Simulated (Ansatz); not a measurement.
The parent structure is Re in the hcp (Mg type) structure (space group P6_3/mmc, No. 194; a = 2.776 Å, c = 4.481 Å; relaxed with 0.1 eV smearing). Axes: x lies along a and z along c of the hexagonal cell.

Level of theory: Ansatz (a quantum-chemistry and plane-wave program), PBE, PAW, cutoff 420 eV, spin-orbit coupling left out.

Modification: the cell is compressed by 1.00 % along z with no lateral relaxation; the atoms relax in the strained cell.

**Question.** Predict the stress tensor and what it implies for the stiffness.

**Answer.** Stress of the strained cell less that of the base (GPa, compression positive):
```
    2.3     0.0     0.0
    0.0     2.3     0.0
    0.0     0.0     6.8
```

Then −Δσ_ii/ε with ε = -0.0100 gives relaxed-ion elastic constants: C33 ≈ 678 GPa, C13 ≈ 231 GPa and C23 ≈ 231 GPa.

Whether these cells are dynamically stable was not tested. All final runs are without spin polarisation.
